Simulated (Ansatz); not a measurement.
CsCl-type NdAg was calculated with PBEsol (Ansatz, an electronic-structure program, plane waves, PAW).

Settings: plane-wave cutoff 520 eV, 16×16×16 k mesh, Fermi–Dirac smearing 0.05 eV, spin-polarised with parallel moments, scalar-relativistic PAW data made under PBE.

Cell (relaxed at this level):

```
AgNd
1.0
    3.68586     0.00000     0.00000
    0.00000     3.68586     0.00000
    0.00000     0.00000     3.68586
Ag Nd
1 1
Cartesian
  0.00000   0.00000   0.00000
  1.84293   1.84293   1.84293
```
Starting moments (μB, in the order of the record's atoms Ag Nd): 0.0 3.0.

Question: What does this level give for the bulk modulus?

Answer: 
- bulk modulus: 51.5 GPa

The run finds no gap.

Note: the magnetic order was assumed, not searched for or taken from measurement; the bulk modulus is −V dP/dV from two relaxed cells at ±2 % in volume; the 4f shell is treated without U or exact exchange, so its levels and filling can be wrong.

Spin–orbit coupling is not included.

Computed values are for the static lattice.

Cost on a shared machine: around 3 core-minutes (rough).
